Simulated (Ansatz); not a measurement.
The starting structures come from a database of crystals and need not be the phases stable at ambient conditions.

By PBEsol, the system below comes out a metal.

The ballistic (Sharvin) conductance counts the channels at the Fermi level: G/A = (e²/h) × channels of both spins per area.

Here is the system:

```
Rh3Si2
1.0
    6.43285     0.00000     0.00000
    2.75871     5.81129     0.00000
    1.22471    -3.29280     1.84779
Si Rh
2 3
Cartesian
  6.00128   2.43855   0.36791
  4.41499   0.07994   1.47988
  5.13282  -2.17764   1.24474
  5.28345   4.69613   0.60304
  0.00000   0.00000   0.00000
```

Space group of this cell: P-3m1. The cell is taken as given; by PBEsol its mean pressure is -2.5 GPa.

The current flows along the normal of the first two printed cell vectors, the (111) plane of the conventional cell. No spin-orbit coupling; the value is a mean over 0.1 eV about the Fermi level.

Problem. Predict the ballistic conductance per area from PBEsol (Ansatz, a quantum-chemistry and plane-wave program).

Solution. 0.54 × 10¹⁵ S/m² for both spins.
